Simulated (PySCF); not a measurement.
PySCF 2.14.0, PBE0/def2-svp: Mn(CO)5(H), 12 atoms. The geometry is a generated start, not checked to be a minimum at this level.

```yaml
task: energy
method: pbe0
basis: def2-svp
mf.init_guess: minao (default)
mf.DIIS: CDIIS (default)
mf.diis_space: 8 (default)
mf.conv_tol: 1e-09 (default)
mf.grids.level: 3 (default)
basis functions (base settings): 176
grid points (base settings): 171712
```

It runs on a single node (Arm Neoverse V2, 96 cores on 1 socket, no SMT, 1 L3 cache group).

Times are wall-clock medians of two to five runs, from launch to exit, with nothing else on the machine. Processes are pinned to neighbouring cores unless said otherwise. The times hold for this build (PyPI wheel: OpenMP (GNU), a bundled serial OpenBLAS 0.3.3 under its C layer, NumPy's threaded OpenBLAS held to generic ARMv8 kernels, libcint, Libxc). Scratch files lie in a memory file system.

All on 32 threads, 1 BLAS thread. Base settings, kept where nothing else is said: two_electron_scheme = exact four-centre integrals, mol.max_memory = 4000 MB, mf.direct_scf_tol = 1e-13 (default) (aux not set). The candidates, on 32 cores each, agree within 1.0 meV/atom in energy:
A. mol.max_memory = 200000 MB
B. mol.max_memory = 500 MB, mf.direct_scf_tol = 1e-15
C. the base settings
D. two_electron_scheme = density fitting, aux = def2-universal-jkfit
E. mol.max_memory = 500 MB, mf.direct_scf_tol = 1e-11
F. mol.max_memory = 500 MB
G. two_electron_scheme = density fitting, aux = chosen by PySCF (default)

Question: Which choice gives the shortest wall time?

Answer: A and C, at 4.0 s to 4.1 s, level within 8 % or the scatter of repeats. At the other end B takes 5.3× as long.

| candidate | wall time | repeats | Fock builds (products with the orbital Hessian counted alike) |
|---|---|---|---|
| A | 4.0 s | 3 runs within 1 % | 20 |
| C | 4.1 s | 3 runs within 3 % | 20 |
| G | 4.8 s | 3 runs within 1 % | 20 |
| D | 4.8 s | 3 runs within 2 % | 20 |
| E | 19 s | 2 runs within 1 % | 20 |
| F | 20 s | 2 runs within 1 % | 20 |
| B | 21 s | 2 runs within 1 % | 20 |

From the slowest to the fastest: Without room for the integrals they are computed anew in 20 passes, 18 s in all.
